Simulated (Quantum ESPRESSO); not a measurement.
**Habitual settings against a tight run: MnMoAs2 (Pmn2_1, 8 atoms in the cell)**

Self-consistent single point.

```yaml
crystal:
  lattice:
    - [3.44751, 0.00000, 0.00000]
    - [0.00000, 5.97202, 0.00000]
    - [0.00000, 0.00000, 6.50863]
  atoms:
    - { symbol: Mn, position: [0.50000, 0.24936, 0.69082], spin: 4.0 }
    - { symbol: Mn, position: [0.00000, 0.75064, 0.19082], spin: 4.0 }
    - { symbol: Mo, position: [0.50000, 0.74440, 0.80691] }
    - { symbol: Mo, position: [0.00000, 0.25560, 0.30691] }
    - { symbol: As, position: [0.50000, 0.04656, 0.07551] }
    - { symbol: As, position: [0.00000, 0.95344, 0.57551] }
    - { symbol: As, position: [0.50000, 0.55901, 0.42675] }
    - { symbol: As, position: [0.00000, 0.44099, 0.92675] }
```
(The spins are starting values, not results.)

Method of the run: LDA (PZ), GBRV 1.5 ultrasoft (LDA) pseudopotentials (plane waves; Quantum ESPRESSO).

Base settings: ecutwfc = 50 Ry; ecutrho = 400 Ry; occupations = smearing; smearing = marzari-vanderbilt; degauss = 0.0073499 Ry; nspin = 2; potentials = {Mn: mn_lda_v1.5.uspp.F.UPF, Mo: mo_lda_v1.uspp.F.UPF, As: as_lda_v1.uspp.F.UPF}; K_POINTS = automatic 7 3 3 0 0 0; conv_thr = 1e-09 Ry; mixing_beta = 0.4.

Tight run (finer mesh or higher cutoff; not a proven limit): ecutwfc: 50 Ry → 70 Ry; ecutrho: 400 Ry → 560 Ry; conv_thr: 1e-09 Ry → 7.3e-11 Ry; K_POINTS: automatic 7 3 3 0 0 0 → automatic 13 7 7 0 0 0. It gave Fermi level (on the code's own zero) 12.75 eV; pressure -15.41 GPa; largest force (vector length) 0.389 eV/Å; size of the cell's spin moment 5.83 μB; site moments (μB, in the program's spheres or projections) Mn 2.84, Mn 2.84, Mo 0.08, Mo 0.08, As -0.06, As -0.06, As -0.06, As -0.06.

Quick runs, as changes from the base:
- A: the base itself
- B: ecutwfc: 50 Ry → 35 Ry; ecutrho: 400 Ry → 280 Ry; K_POINTS: automatic 7 3 3 0 0 0 → automatic 8 8 8 0 0 0
- C: ecutwfc: 50 Ry → 40 Ry; ecutrho: 400 Ry → 320 Ry; conv_thr: 1e-09 Ry → 7.3e-05 Ry; K_POINTS: automatic 7 3 3 0 0 0 → automatic 2 2 2 0 0 0
- D: ecutwfc: 50 Ry → 40 Ry; ecutrho: 400 Ry → 320 Ry; degauss: 0.0073499 Ry → 0.019992 Ry; K_POINTS: automatic 7 3 3 0 0 0 → automatic 6 6 6 1 1 1

Energies are extrapolated to zero smearing width, which holds to low order in the width alone (under cold and Methfessel-Paxton smearing the free energy itself is taken).

Dashes: pressure of C, not trusted under this conv_thr with d or f elements.

The count of work is k-points × plane waves × bands × iterations; it is no time. Core times come from one kind of shared machine and are given to one figure; runs under 30 s give none.

The starting cell comes from a database of computed structures (which also holds hypothetical and non-ambient phases and stackings), without a prior relaxation at this level. Its lattice was rescaled by a random factor within 2.5 % of one. The magnetic order is the one reached from the typed start; others were not searched systematically. In the base run, with a pressure of about -16 GPa the cell is away from its equilibrium volume at this level. Without a gap this mesh is coarse (it stands for a supercell whose shortest vector is 18 Å).

```tsv
run	energy less tight (meV/atom)	pressure less tight (GPa)	largest miss in a force vector (eV/Å)	size of the net moment less tight (μB/atom)	count of work / tight	core time / tight (rough)
A	3.5	-0.16	0.039	-0.01	0.081	0.1
B	13.9	-0.57	0.008	0.00	0.35	0.3
C	57.6	–	0.113	-0.04	0.014	0.03
D	11.6	0.04	0.016	0.00	0.098	0.1
```

Among the runs at the tight run's level, the energy misses run from 3.5 to 57.6 meV/atom.

Left out of this page: 2 runs of the series outside the window shown, repeating another row's setting, or not comparable.
